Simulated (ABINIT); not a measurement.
Band structure of TaN (Fm-3m, 2 atoms in the cell).

```xyz
2
Lattice="0.0000 2.1753 2.1753 2.1753 0.0000 2.1753 2.1753 2.1753 0.0000" Properties=species:S:1:pos:R:3 pbc="T T T"
Ta     2.1753     2.1753     2.1753
N      0.0000     0.0000     0.0000
```

Method of the run: PBE, norm-conserving pseudopotentials (PseudoDojo nc-sr-05 PBE standard) (plane waves; ABINIT).

Settings: pseudos = [Ta.upf, N.upf]; ecut = 42 Ha; ixc = 11; occopt = 7; tsmear = 0.2 eV; ngkpt = 13 13 13; nshiftk = 1; shiftk = 0 0 0; potentials = PseudoDojo nc-sr-05 PBE standard; kptopt = 1; nstep = 80; tolvrs1 = 1e-12; ndtset = 2.

The starting cell comes from a database of computed structures (which also holds hypothetical and non-ambient phases and stackings), without a prior relaxation at this level. Its lattice was rescaled by a random factor within 2.5 % of one. Spin-orbit coupling is off. Spin polarisation is off.

Levels in eV from the Fermi level, bands 6 to 13:
```tsv
point	6	7	8	9	10	11	12	13
Γ	-3.99	-3.99	-3.99	-2.21	-2.21	-2.21	0.07	0.07
X	-6.75	-5.70	-4.77	-4.77	2.23	3.72	3.72	4.85
W	-7.70	-6.95	-6.95	-0.24	-0.24	3.73	4.33	4.77
K	-7.91	-6.95	-6.38	-2.34	2.54	2.67	4.85	5.25
L	-10.67	-7.86	-7.86	1.98	1.98	2.05	3.86	7.84
U	-7.91	-6.95	-6.38	-2.34	2.54	2.67	4.85	5.25
```

Bands cross the Fermi level along this path, so the cell is metallic at this level.
